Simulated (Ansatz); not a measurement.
An Ansatz (an electronic-structure program) input (Ansatz r2SCAN, no spin-orbit coupling):

Ansatz 0.2 input:
```yaml
crystal:
  lattice:
    - [0, 3.3253276354, 3.3253276354]
    - [3.3253276354, 0, 3.3253276354]
    - [3.3253276354, 3.3253276354, 0]
  atoms:
    - { symbol: Te, position: [0.75, 0.75, 0.75] }
    - { symbol: Hg, position: [0, 0, 0] }
basis: { ecutwfc: 500, ecutrho_ratio: 4, xc_grid: 4, fft_grid_basis: typed }
kpoints: { mp_grid: { grid: [12, 12, 12] } }
hamiltonian:
  xc: r2scan
  dispersion: none
  pseudopotentials: { kind: paw }
scf: { occupations: { method: fermi_dirac, width: 0.05 }, convergence: { dr2_threshold: 0.0000000002 } }
output: { forces: true, stress: true }
checkpoint: { write: state.ck, write_every: 1000 }
```

Problem. Which symmetry and how many k-points will the program report, and about how many plane waves at Γ?

Solution. Space group F-43m (ITA 216) with 24 operations, k-points 72 of 1728, and 1893 plane waves at Γ.

Problem. And the final pressure?

Solution. -1.29 GPa (compression positive).

Single points use the geometry relaxed with PBE. Stability against distortions was not tested. The final runs are not spin-polarised. The cell is HgTe in the zinc blende structure (space group F-43m, No. 216).
